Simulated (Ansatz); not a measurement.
The reference is Mg2Sn (space group Fm-3m, No. 225; relaxed with 0.1 eV smearing).

```
CELL_PARAMETERS angstrom
      0.00000     3.37356     3.37356
      3.37356     0.00000     3.37356
      3.37356     3.37356     0.00000
ATOMIC_POSITIONS crystal
  Mg 0.25000 0.25000 0.25000
  Mg 0.75000 0.75000 0.75000
  Sn 0.00000 0.00000 0.00000
```

The values are results of PBEsol (Ansatz, a quantum-chemistry and plane-wave program, PAW, no spin-orbit coupling), not measurements.

For the base:

| Property | Value |
|---|---|
| Pressure | 0.0 GPa |
| Band gap | zero |

It is then changed as follows: every lattice vector is shortened by 3.00 %; the atoms relax in the strained cell.

### Question
Estimate the effect on the energy relative to the base, pressure and band gap.

### Answer
The energy increases by 31 meV/atom; the pressure goes from zero to 4.8 GPa; the band gap stays zero.

Whether these cells are dynamically stable was not tested.
